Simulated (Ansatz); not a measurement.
Reference: monolayer SnSe$_{2}$, HSE06, rigid bands (plane waves, PAW, scalar-relativistic; Ansatz, a first-principles code); geometry: cell and atoms relaxed with PBE.

```
CELL_PARAMETERS angstrom
      3.86814     0.00000     0.00000
     -1.93407     3.34991     0.00000
      0.00000     0.00000    19.09975
ATOMIC_POSITIONS crystal
  Sn 0.00000 0.00000 0.50000
  Se 0.33333 0.66667 0.58352
  Se 0.66667 0.33333 0.41648
```

* **band gap**: 1.41 eV
* **electron conductivity mass**: 0.32 mₑ

Q: Replace Se by S on the same sites and relax. What happens?

A: band gap rises (1.41 eV to 2.38 eV); electron conductivity mass rises (0.32 mₑ to 0.38 mₑ).

Q: Swap Sn for Pt, keeping the structure type. How do these values move?

A: band gap rises (1.41 eV to 1.94 eV); electron conductivity mass stays about the same (0.32 mₑ to 0.31 mₑ).

Moves up to 5 % count as about the same. Masses are for dilute carriers at 300 K, harmonic means over directions unless an axis is named. Spin-orbit coupling is left out.

Model free-standing layer, not matched to a measured one here: monolayer PtSe2, monolayer SnSe2. The missing spin-orbit coupling matters most for monolayer PtSe2.
